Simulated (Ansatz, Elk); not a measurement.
An Elk input for a self-consistent single point of MnS (Fm-3m, 4 atoms in the cell) (DFT, PBE, all-electron FP-LAPW, Elk's shipped species files, APW+lo basis with extra local orbitals):

```
tasks
  0

xctype
  20

spinpol
  .true.

reducebf
  0.5

tforce
  .true.

rgkmax
  8.0

gmaxvr
  18.0

lmaxapw
  10

lmaxo
  8

nxlo
  2

lorbcnd
  .true.

lradstp
  2

nrmtscf
  2.0

rmtscf
  0.98

lmaxi
  4

nempty
  10

stype
  3

swidth
  0.000734986

avec
    9.4292722687    4.7146361344    4.7146361344
    4.7146361344    9.4292722687    4.7146361344
    4.7146361344    4.7146361344    9.4292722687

sppath
  './'

atoms
  2   : nspecies
  'Mn.in'   : spfname
  2   : natoms; atposl, bfcmt below
  0.0000000000  0.0000000000  0.0000000000    0.0 0.0 -1.25
  0.5000000000  0.5000000000  0.5000000000    0.0 0.0 1.25
  'S.in'   : spfname
  2   : natoms; atposl, bfcmt below
  0.2500000000  0.2500000000  0.2500000000    0.0 0.0 0.0
  0.7500000000  0.7500000000  0.7500000000    0.0 0.0 0.0

ngridk
  6 6 6
```

Q: Translate this input to Ansatz (a first-principles code).

A: One input that does it (others would too):

Ansatz 0.2 input:
```yaml
crystal:
  lattice:
    - [4.989756, 2.494878, 2.494878]
    - [2.494878, 4.989756, 2.494878]
    - [2.494878, 2.494878, 4.989756]
  atoms:
    - { symbol: Mn, position: [0.000000, 0.000000, 0.000000], spin: 5.0 }
    - { symbol: Mn, position: [0.500000, 0.500000, 0.500000], spin: -5.0 }
    - { symbol: S, position: [0.250000, 0.250000, 0.250000] }
    - { symbol: S, position: [0.750000, 0.750000, 0.750000] }
kpoints:
  mp_grid: { grid: [6, 6, 6] }
hamiltonian:
  xc: pbe
  pseudopotentials: { kind: paw }
magnetization:
  spin_polarized: true
scf:
  occupations: { method: fermi_dirac, width: 0.02 }
output:
  forces: true
  eigenvalues: true
  stress: true
```

Basis, cutoffs, solver keys and any potentials are the target program's own. This input uses DFT, PBE, plane waves, default PAW files. Both were run: size of the net moment 0.00 μB/atom in Elk and 0.00 in Ansatz.

On Elk: the starting cell has typed, rounded lattice constants, without a prior relaxation at this level. Its lattice was rescaled by a random factor within 2.5 % of one. For this run, on top of that: lattice scaled by 0.98. The magnetic order is the one reached from the typed start; others were not searched systematically. Values depend on the basis (sphere radii, cutoffs, local orbitals), which need not be converged.

On Ansatz: the starting cell has typed, rounded lattice constants, without a prior relaxation at this level. Its lattice was rescaled by a random factor within 2.5 % of one. For this run, on top of that: lattice scaled by 0.98. The magnetic order is the one reached from the typed start; others were not searched systematically. With a pressure of about 8 GPa the cell is away from its equilibrium volume at this level.
